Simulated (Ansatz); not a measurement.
**BN, response to strain**

The reference is BN in the h-BN type structure (space group P6_3/mmc, No. 194; a = 2.500 Å, c = 6.411 Å; layered, stacked along the Cartesian z axis). Axes: x lies along a and z along c of the hexagonal cell.

Strains are applied to the cell and any free atomic positions relax.

All numbers come from PBEsol-D3(BJ) in Ansatz (plane waves to 420 eV, PAW, no spin-orbit coupling).

Candidates:
(a) tensor shear ε_yz = +2.04 %
(b) uniaxial strain ε_yy = −3.15 %
(c) uniaxial strain ε_xx = +5.69 %
(d) isotropic strain +0.88 %
(e) uniaxial strain ε_xx = +0.98 %

Base values:

- Smallest direct gap = 4.49 eV

Order them by smallest direct gap, lowest first.

(c) uniaxial strain ε_xx = +5.69 % (4.05 eV), (a) tensor shear ε_yz = +2.04 % (4.37 eV), (e) uniaxial strain ε_xx = +0.98 % (4.42 eV), (d) isotropic strain +0.88 % (4.45 eV), (b) uniaxial strain ε_yy = −3.15 % (4.53 eV)

Whether these cells are dynamically stable was not tested.

Ansatz is a program for electronic structure.
